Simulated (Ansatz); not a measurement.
Cl vacancy + 1 H in rock-salt NaCl (the name describes the start): one set of geometries, relaxed with PBE, evaluated in Ansatz (PAW, plane waves to 420 eV, 500 eV under r2SCAN) with PBE, r2SCAN.

Cell and caveats: 64-site cell; 2×2×2 shifted k-points; start: the Cl site; 1 H on the vacancy's neighbours; charged states image-corrected; not converged in cell size; relaxed from one start, so a lower configuration may exist; flagged in the runs: a doubtful potential alignment.

| quantity | PBE | r2SCAN |
|---|---|---|
| host gap (eV) | 4.99 | … |
| ε(+1/0) above the VBM (eV) | 1.03 | … |
| largest moment on one atom at charge +1 (μB) | 0.85 | … |
| neutral formation energy against Cl2 molecule in a box, H2 molecule in a box (eV) | 3.60 | … |

Problem. Given the lower rungs, what does r2SCAN give?

Solution. 
- host gap (eV), r2SCAN: 5.78
- ε(+1/0) above the VBM (eV), r2SCAN: 1.37
- largest moment on one atom at charge +1 (μB), r2SCAN: 0.84
- neutral formation energy against Cl2 molecule in a box, H2 molecule in a box (eV), r2SCAN: 3.99

Ansatz is an electronic-structure program.
